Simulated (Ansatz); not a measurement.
A self-consistent single point of a sheet of In (2 atoms in the cell) with Ansatz (a quantum-chemistry and plane-wave program).

Computed with PBE, norm-conserving files (source: ansatz) (plane waves; Ansatz).

```
CELL_PARAMETERS angstrom
      4.69427     0.00000     0.00000
     -2.34714     4.06536     0.00000
      0.00000     0.00000    14.00000
ATOMIC_POSITIONS crystal
  In 0.00000 0.00000 0.50000
  In 0.66667 0.33333 0.50000
```

Reference input (self-consistent single point, DFT, PBE, plane waves, default PAW files): basis.ecutwfc = 420 eV; kpoints.mp_grid.grid = 11 11 1; hamiltonian.xc = pbe; hamiltonian.pseudopotentials = {kind: paw} (the program's default PAW files); scf.occupations.method = gaussian; scf.occupations.width = 0.136 eV. This run's input differs from it in these lines:

Ansatz 0.2 input:
```diff
@@ -9,4 +9,2 @@
     - { symbol: In, position: [0.66666700, 0.33333300, 0.50000000] }
-basis:
-  ecutwfc: 420.0
 kpoints:
@@ -15,3 +13,3 @@
   xc: pbe
-  pseudopotentials: { kind: paw }
+  pseudopotentials: { kind: nc, source: ansatz }
 scf:
```

Log, with long lists cut:

```
SCF iter   1: F=—  HF=-3614.042418 eV  |F-HF|=—  |Δ(HF+E_count)|=         —  Δρ=1.19e-2  dr2=6.35e-1  ethr=2.42e-3  ⟨swp⟩=1.0  Hψ=1933  notcnv=0
all-band conjugate gradients solve this SCF's bands
preconditioner: auto → LDOS
SCF iter   2: F=—  HF=-3613.862141 eV  |F-HF|=—  |Δ(HF+E_count)|=   1.80e-1  Δρ=4.82e-3  dr2=7.35e-2  ethr=2.42e-3  ⟨swp⟩=3.6  Hψ=576  notcnv=0
SCF iter   3: F=—  HF=-3613.857144 eV  |F-HF|=—  |Δ(HF+E_count)|=   5.00e-3  Δρ=2.26e-3  dr2=7.52e-3  ethr=2.83e-4  ⟨swp⟩=2.3  Hψ=543  notcnv=0
SCF iter   4: F=—  HF=-3613.854544 eV  |F-HF|=—  |Δ(HF+E_count)|=   2.60e-3  Δρ=2.12e-4  dr2=1.48e-4  ethr=2.89e-5  ⟨swp⟩=2.0  Hψ=455  notcnv=0
SCF iter   5: F=—  HF=-3613.854616 eV  |F-HF|=—  |Δ(HF+E_count)|=   7.19e-5  Δρ=4.50e-5  dr2=7.27e-6  ethr=5.70e-7  ⟨swp⟩=2.3  Hψ=472  notcnv=0
SCF iter   6: F=—  HF=-3613.854801 eV  |F-HF|=—  |Δ(HF+E_count)|=   1.85e-4  Δρ=1.17e-5  dr2=2.12e-7  ethr=2.80e-8  ⟨swp⟩=3.7  Hψ=652  notcnv=0
SCF iter   7: F=-3613.854801 eV  HF=-3613.854801 eV  |F-HF|=5.48e-9  |Δ(HF+E_count)|=   9.77e-8  Δρ=1.68e-6  dr2=4.52e-9  ethr=3.85e-10  ⟨swp⟩=13.6  Hψ=2079  notcnv=0
SCF 1 converged in 7 iterations: F = -3613.854801 eV  dr2 = 4.52e-9
Free energy (F): -3613.854801 eV
Internal energy: -3613.837946 eV  (E = F + TS)
E sigma→0 (E₀):  -3613.846374 eV
Entropy (-TS):   -0.016855 eV (-8.427 meV/atom)
Fermi energy:    -1.173706 eV
--- Forces (eV/Å), atoms counted from 1 ---
  atom   1  In     0.00000000     0.00000000     0.00000000
  atom   2  In    -0.00000000    -0.00000000     0.00000000
--- Stress (GPa, compression-positive) ---
        1.636386      -0.000000       0.000000
       -0.000000       1.636386       0.000000
        0.000000       0.000000       0.000599
  P = ⅓ Tr σ = 1.0911 GPa (10.911 kbar)
  The stress holds the Pulay correction. Without it, at fixed plane waves, as pw.x and ABINIT print it: P = 1.0890 GPa
```

The run converged in 7 iterations.  The full log also holds: “WARN basis.ecutwfc = 952.398519 eV, the default”.

The starting cell was generated: these elements placed on a structure prototype, without a prior relaxation; it need not be a known phase or ordering of this composition. Its lattice was rescaled in the plane by a random factor within 2.5 % of one.
